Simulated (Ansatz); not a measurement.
Ru: element substitutions

The parent structure is Ru in the hcp (Mg type) structure (space group P6_3/mmc, No. 194).

```cif
data_Ru2
_chemical_formula_sum 'Ru2'
_space_group_name_H-M_alt 'P 1'
_space_group_IT_number 1
_cell_length_a 2.69188
_cell_length_b 2.69188
_cell_length_c 4.24566
_cell_angle_alpha 90.000
_cell_angle_beta 90.000
_cell_angle_gamma 120.000
loop_
_space_group_symop_operation_xyz
  'x, y, z'
loop_
_atom_site_label
_atom_site_type_symbol
_atom_site_fract_x
_atom_site_fract_y
_atom_site_fract_z
_atom_site_occupancy
Ru1 Ru 0.33333 0.66667 0.75000 1
Ru2 Ru 0.66667 0.33333 0.25000 1
```

Each row replaces one element on all its sites; cell and atoms are relaxed.

Levels (all Ansatz, a quantum-chemistry and plane-wave program, PAW): PBEsol (420 eV, without spin-orbit coupling); r2SCAN (500 eV, without spin-orbit coupling).

Pressures by level, all at the geometries relaxed with PBEsol:

```tsv
case	PBEsol	r2SCAN
base	0.0 GPa	4.4 GPa
Ru → Co	0.0 GPa	…
Ru → Pd	0.0 GPa	4.9 GPa
Ru → Si	0.0 GPa	…
```

### Question
What belongs in the blanks?

### Answer

- Ru → Co, r2SCAN: 6.0 GPa
- Ru → Si, r2SCAN: -1.7 GPa

The magnetic state is the one reached from the starting moments; the real material's order can differ, and small cells can't hold many antiferromagnetic ones. Single points use the geometry relaxed with PBEsol. Their cutoffs differ, which shifts pressures a little. Whether these cells are dynamically stable was not tested. For Pd and Si in this form, whether it has been made was not checked. Spin-polarised in the final run: PBEsol Co and r2SCAN Co; the other runs are not. Pd lies near a magnetic instability that expansion can trigger; it was not tested. Pd has a high density of states at the Fermi level and may be magnetic at this level. This is not the structure that Pd has at room temperature and ambient pressure. This is not the structure that Si has at room temperature and ambient pressure.
